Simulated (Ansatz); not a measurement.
Base system: GaCuSe2 in the chalcopyrite structure (space group I-42d, No. 122; a = 5.6720 Å, c = 11.2632 Å).

The values are results of plane-wave PAW DFT at the PBE level (Ansatz, a quantum-chemistry and plane-wave program, 420 eV), no SOC, earlier PAW set, not measurements.

Base values:

| Property | Value |
|---|---|
| Pressure | 0.0 GPa |

Modification: an isotropic linear strain of +1.68 %; the atoms relax in the strained cell.

What happens to the energy relative to the base and pressure?

The energy goes up by 10 meV/atom; the pressure (mean of the normal stresses, compression positive) goes from zero to -2.7 GPa.

No phonon test of stability was made. The final runs are not spin-polarised.
